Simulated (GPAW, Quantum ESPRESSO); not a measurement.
A Quantum ESPRESSO input for a relaxation of cell and atoms of HgTe (F-43m, 2 atoms in the cell) (DFT, PBE, plane waves, PseudoDojo standard norm-conserving (PBE) pseudopotentials):

```fortran
&control
   calculation = 'vc-relax'
   prefix = 'run'
   outdir = './out'
   pseudo_dir = './'
/
&system
   ibrav = 0
   nat = 2
   ntyp = 2
   ecutwfc = 85
   occupations = 'smearing'
   smearing = 'gauss'
   degauss = 0.0147
/
&electrons
   conv_thr = 1e-10
   mixing_beta = 0.3
/
&ions
/
&cell
/
ATOMIC_SPECIES
Hg   200.5920  Hg.upf
Te   127.6000  Te.upf
ATOMIC_POSITIONS crystal
Hg    0.000000000    0.000000000    0.000000000
Te    0.250000000    0.250000000    0.250000000
K_POINTS automatic
7 7 7  0 0 0
CELL_PARAMETERS angstrom
   0.000000000     3.345257000     3.345257000
   3.345257000     0.000000000     3.345257000
   3.345257000     3.345257000     0.000000000
```

**Question.** Write the same calculation as an input for GPAW.

**Answer.** This is the input that was run; spellings and numerical settings could be chosen otherwise.

```python
from ase import Atoms
from ase.filters import FrechetCellFilter
from ase.optimize import BFGS
from ase.units import GPa
from gpaw import GPAW, PW

atoms = Atoms(['Hg', 'Te'],
              cell=[[0.000000, 3.345257, 3.345257],
                    [3.345257, 0.000000, 3.345257],
                    [3.345257, 3.345257, 0.000000]],
              positions=[[0.000000, 0.000000, 0.000000],
                         [1.672629, 1.672629, 1.672629]],
              pbc=True)

calc = GPAW(mode=PW(600),
            xc='PBE',
            kpts=(7, 7, 7),
            occupations={'name': 'methfessel-paxton', 'width': 0.2, 'order': 0},
            nbands=-6,
            convergence={'density': 1e-05},
            symmetry={'symmorphic': False, 'tolerance': 0.0005},
            maxiter=100)

atoms.calc = calc

target = FrechetCellFilter(atoms)

opt = BFGS(target, logfile='-')
converged = opt.run(fmax=0.05, steps=40)
print('Relaxation converged:', converged)
print('Cell:', atoms.cell.cellpar().round(4))
print(atoms.get_scaled_positions().round(5))

energy = atoms.get_potential_energy()
print('Energy (eV):', round(energy, 6))
forces = atoms.get_forces()
print('Forces (eV/Ang):')
print(forces.round(5))
stress = atoms.get_stress()
print('Stress (GPa, Voigt):', (stress / GPa).round(4))
```

Basis settings and potentials, where a program has them, do not carry over. This input uses DFT PBE, plane waves, GPAW PAW datasets PBE (gpaw-data 1.0.1).

The starting cell comes from a database of computed structures (which also holds hypothetical and non-ambient phases and stackings), without a prior relaxation at this level. Its lattice was rescaled by a random factor within 2.5 % of one.
